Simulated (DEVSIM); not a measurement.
Device: Mo/Si3N4/SiO2/p-Si capacitor, at 300 K.

```tsv
layer (left to right)	material	thickness (nm)	Na (cm⁻³)
1	Si3N4	15.0	-
2	SiO2	1.20	-
3	Si	2700	4.6e16
```

Metal gate on the left, work function 4.6 eV. Fixed charge at the semiconductor interface 1.5e11 cm⁻² (in units of +e); no interface traps.

The device is made up for the run: typed textbook-type constants, with dimensions and the other settings drawn at random. Values at 300 K.

```csv
parameter,Si3N4,SiO2,Si
gap (eV),5.1,9,1.124
affinity (eV),2.1,0.9,4.05
permittivity,7.5,3.9,11.7
Nc (cm⁻³),-,-,2.86e19
Nv (cm⁻³),-,-,3.1e19
```

DEVSIM, 1D Poisson equation in equilibrium, Boltzmann statistics, complete ionisation; no quantum confinement or tunnelling. Metal contacts follow the ideal Schottky-Mott rule: no Fermi-level pinning, no interface dipoles.

Give the band bending (positive: bands bend down) and minority sheet density.


| Vg (V) | ψs (V) | minority carriers (cm⁻²) |
|---|---|---|
| -1.9 | -0.165 | < 1e8 |
| -1.6 | -0.152 | < 1e8 |
| -1.3 | -0.135 | < 1e8 |
| -1 | -0.110 | < 1e8 |
| -0.7 | -0.068 | < 1e8 |
| -0.4 | 0.031 | < 1e8 |
| -0.1 | 0.225 | < 1e8 |
| 0.2 | 0.457 | < 1e8 |
| 0.5 | 0.703 | 4.4e8 |
| 0.8 | 0.873 | 2.4e11 |
| 1.1 | 0.914 | 8.5e11 |
| 1.4 | 0.935 | 1.5e12 |
| 1.7 | 0.950 | 2.2e12 |
